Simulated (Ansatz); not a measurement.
# Refining one setting for C (P6_3/mmc, 8 atoms in the cell)

Space group P6₃/mmc (No. 194); a = b = 2.510 Å, c = 8.280 Å, α = β = 90.00°, γ = 120.00°

| atom | site | symmetry | x | y | z |
|---|---|---|---|---|---|
| C | 4e | 3m. | 0.0000 | 0.0000 | 0.0929 |
| C | 4f | 3m. | 0.3333 | 0.6667 | 0.1555 |

Method of the run: PBE (plane waves, PAW; Ansatz, a quantum-chemistry and plane-wave program).

The starting cell comes from a database of computed structures (which also holds hypothetical and non-ambient phases and stackings), without a prior relaxation at this level. In the base run, with a pressure of about 4 GPa the cell is away from its equilibrium volume at this level. Ansatz's pressure includes its estimate of the finite-basis (Pulay) stress.

Held fixed: hamiltonian.xc = pbe; hamiltonian.pseudopotentials = {kind: paw} (the program's default PAW files); scf.occupations.method = fixed.

ΔF is the free energy per atom less that of the last row (37 37 10).

The series runs over kpoints.mp_grid.grid = 1 1 1; 3 3 1; 4 4 1; 5 5 2; 6 6 2; 7 7 2; 8 8 2; 8 8 3; 10 10 3; 12 12 4; 14 14 4; 17 17 5; 20 20 6; 24 24 7; 29 29 8; 37 37 10.

Task: From which setting on does the energy stay within 5 meV/atom of the last one?

Result: From kpoints.mp_grid.grid = 6 6 2 on; the one before it is off by 9.2 meV/atom.

Task: From which setting on does the pressure stay within 1 GPa of the last one?

Result: From kpoints.mp_grid.grid = 4 4 1 on; the one before it is off by 2.7 GPa. The value it settles on is 4.1 GPa at this level of theory and with the other settings as held.

| kpoints.mp_grid.grid | ΔF (meV/atom) | pressure (GPa) | largest force (eV/Å) | k-points | iterations |
|---|---|---|---|---|---|
| 1 1 1 | 7129.2 | 153.79 | 2.336 | 1 | 8 |
| 3 3 1 | 146.5 | 6.76 | 0.358 | 3 | 6 |
| 4 4 1 | 37.2 | 4.98 | 0.138 | 4 | 6 |
| 5 5 2 | 9.2 | 4.29 | 0.046 | 10 | 6 |
| 6 6 2 | 2.6 | 4.13 | 0.033 | 14 | 6 |
| 7 7 2 | 0.76 | 4.11 | 0.029 | 16 | 6 |
| 8 8 2 | 0.23 | 4.12 | 0.028 | 20 | 6 |
| 8 8 3 | 0.21 | 4.11 | 0.029 | 20 | 6 |
| 10 10 3 | 0.02 | 4.11 | 0.029 | 28 | 6 |
| 12 12 4 | 0.00 | 4.10 | 0.029 | 57 | 6 |
| 14 14 4 | 0.00 | 4.10 | 0.029 | 72 | 6 |
| 17 17 5 | 0.00 | 4.10 | 0.029 | 99 | 6 |
| 20 20 6 | 0.00 | 4.10 | 0.029 | 176 | 6 |
| 24 24 7 | -0.01 | 4.10 | 0.029 | 244 | 6 |
| 29 29 8 | 0.00 | 4.10 | 0.029 | 425 | 6 |
| 37 37 10 | 0.00 | 4.10 | 0.029 | 798 | 6 |

Keys are those of Ansatz 0.2.
